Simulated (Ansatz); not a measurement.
## InP (model structure, started from the BN type, Pm-3n, No. 223, 12 atoms in the cell)

The numbers are results of LDA (plane waves, PAW; Ansatz, a program for electronic structure), not measurements.

Settings: plane-wave cutoff 520 eV, 6×6×6 k mesh, Fermi–Dirac smearing 0.01 eV, scalar-relativistic PAW data made under PBE.

Cell (relaxed at this level):

```yaml
crystal:
  lattice:
    - [7.17764, 0.00000, 0.00000]
    - [0.00000, 7.17764, 0.00000]
    - [0.00000, 0.00000, 7.17764]
  atoms:
    - { symbol: In, position: [0.25000, 0.00000, 0.50000] }
    - { symbol: In, position: [0.50000, 0.25000, 0.00000] }
    - { symbol: In, position: [0.50000, 0.75000, 0.00000] }
    - { symbol: In, position: [0.75000, 0.00000, 0.50000] }
    - { symbol: In, position: [0.00000, 0.50000, 0.75000] }
    - { symbol: In, position: [0.00000, 0.50000, 0.25000] }
    - { symbol: P, position: [0.25000, 0.50000, 0.00000] }
    - { symbol: P, position: [0.00000, 0.25000, 0.50000] }
    - { symbol: P, position: [0.00000, 0.75000, 0.50000] }
    - { symbol: P, position: [0.75000, 0.50000, 0.00000] }
    - { symbol: P, position: [0.50000, 0.00000, 0.75000] }
    - { symbol: P, position: [0.50000, 0.00000, 0.25000] }
```

```json
{
  "band_gap": "0.64 eV (on the SCF k mesh)"
}
```

Note: the relaxation could raise the start's symmetry but not lower it, so the cell can be a saddle point.

Spin–orbit coupling is not included.

Cost on a shared machine: around 2.5 core-minutes (rough).

A model structure was made by putting elements into a prototype or built by hand; it is no filed structure, need not be a known phase, and can be a saddle point held by its symmetry.
